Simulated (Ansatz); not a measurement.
System: MgO (P6₃/mmc, No. 194, 4 atoms in the cell; start mp-1065577; a measured phase of this formula has another space group). Method: dielectric-dependent PBEsol hybrid (Ansatz, a program for electronic structure, PAW).

Run with plane-wave cutoff 460 eV, 9×9×6 k mesh (along the axes of the cell as run), Fermi–Dirac smearing 0.01 eV, scalar-relativistic PAW data made under PBE.

The cell is the one relaxed with PBEsol. Conventional cell: a = 3.4942 Å, b = 3.4942 Å, c = 4.1946 Å, α = 90.00°, β = 90.00°, γ = 120.00°.

```
MgO
1.0
    3.49418     0.00000     0.00000
   -1.74709     3.02605     0.00000
    0.00000     0.00000     4.19457
Mg O
2 2
Direct
  0.66667   0.33333   0.75000
  0.33333   0.66667   0.25000
  0.66667   0.33333   0.25000
  0.33333   0.66667   0.75000
```

Q: List the 10 lowest band energies at Γ above −25 eV (eV, relative to the valence band maximum), grouping those that round alike.

A: At Γ: -18.87, -17.38, -4.01, -1.91 (×2), -0.86 (×2), 0.00, 6.35, 12.74.

Note: the run warned that its exchange threshold was loose for the stress; cell and atoms aren't relaxed at this level (pressure -4.6 GPa).

A start named mp-… is a Materials Project structure, which need not be a measured phase.
